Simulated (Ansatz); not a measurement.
The reference is SiO2 in the CdI2 type structure (space group P-3m1, No. 164; a = 2.6701 Å, c = 4.5090 Å; a hypothetical phase, not in the database extracts checked; layered, stacked along the Cartesian z axis). Axes: x lies along a and z along c of the hexagonal cell.

Levels (all Ansatz, a first-principles code, PAW): PBEsol-D3(BJ) (420 eV, no spin-orbit coupling); HSE06 (420 eV, no SOC).

Its gap is 6.28 eV with PBEsol-D3(BJ) and 8.35 eV with HSE06.

One thing is altered: biaxial strain −1.20 %, plane normal [001], relaxed out of plane (Cartesian); in-plane vectors clamped, the third vector and the atoms free.

With PBEsol-D3(BJ) the gap becomes 6.70 eV.

**Question.** If the HSE06 correction stayed the same, what would the HSE06 gap be, and what does the HSE06 run give?

**Answer.** A rigid correction of +2.07 eV gives 8.77 eV. The HSE06 run gives 8.80 eV, so the two effects roughly add.

Single points use the geometry relaxed with PBEsol-D3(BJ). HSE06 gaps are upper bounds (no full band path). No phonon test of stability was made.
